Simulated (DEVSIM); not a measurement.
Device: illuminated Si p-on-n cell, one wavelength, with a back-surface field, at 300 K.

Layer 1 from the left is Si, thickness (μm) 0.130, Na (cm⁻³) 1.9e18, τn (s) 8.5e-6, τp (s) 4.6e-6, absorption coefficient (cm⁻¹) 380. Layer 2 from the left is Si, thickness (μm) 85.0, Nd (cm⁻³) 1.8e15, τn (s) 1.7e-5, τp (s) 1.7e-5, absorption coefficient (cm⁻¹) 380. Layer 3 from the left is Si, thickness (μm) 0.190, Nd (cm⁻³) 8.8e18, τn (s) 1.7e-5, τp (s) 1.7e-5, absorption coefficient (cm⁻¹) 380.

Left contact: ohmic, minority electron recombination velocity 30000 cm/s. Right contact: ohmic, minority hole recombination velocity 3e6 cm/s. Voltage is applied to the left contact. Recombination: SRH at mid-gap, radiative, Auger. Gap narrowing is on: ΔEg = 6.92 meV × (l + √(l² + 0.5)), l = ln(N/1.3e17 cm⁻³), shared equally by both band edges. Light enters at the left, 9.3e16 photons cm⁻² s⁻¹, one pass, no reflection. Mobility is μmin + (μ − μmin)/(1 + (N/Nref)^α).

Constants are typed, rounded textbook-type inputs, not results; the design itself was drawn at random and stands for no fabricated device. Values at 300 K.

Si: gap (eV) 1.124, affinity (eV) 4.05, permittivity 11.7, Nc (cm⁻³) 2.86e19, Nv (cm⁻³) 3.1e19, μn (cm²/Vs) 1417, μp (cm²/Vs) 470, μn,min 52, μp,min 45, Nref,n 9.7e16, Nref,p 2.2e17, αn 0.68, αp 0.72, B (cm³/s) 4.7e-15, Cn (cm⁶/s) 2.8e-31, Cp (cm⁶/s) 9.9e-32.

DEVSIM, 1D drift-diffusion, Boltzmann statistics, complete ionisation; no tunnelling, impact ionisation, image-force lowering or self-heating.

### Question
What does the simulation give for the fill factor, the dark forward voltage at 1 A/cm², the open-circuit voltage?

### Answer
fill factor 0.81; dark forward voltage at 1 A/cm² 0.687 V; open-circuit voltage 0.553 V.
